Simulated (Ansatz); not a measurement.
## La, response to strain

Base system: La (space group P6_3/mmc, No. 194; a = 3.784 Å, c = 12.068 Å; relaxed with 0.1 eV smearing). Axes: x lies along a and z along c of the hexagonal cell.

Strains are applied to the cell and any free atomic positions relax; under biaxial strain the out-of-plane vector relaxes too.

Level of theory: Kohn–Sham DFT with the r2SCAN functional, run in Ansatz (a quantum-chemistry and plane-wave program) with PAW and 500 eV plane waves, no SOC.

Notes on the quantities. pressure: mean of the normal stresses, compression positive.

```csv
case,volume per atom,pressure
base,37.40 Å³,0.0 GPa
"biaxial strain −0.78 %, plane normal [001], relaxed out of plane",36.94 Å³,0.3 GPa
isotropic strain +0.81 %,38.32 Å³,-0.5 GPa
isotropic strain +1.16 %,38.72 Å³,[?]
```

Task: Complete the table.

Result: 
- isotropic strain +1.16 %, pressure: -0.8 GPa

No phonon test of stability was made.
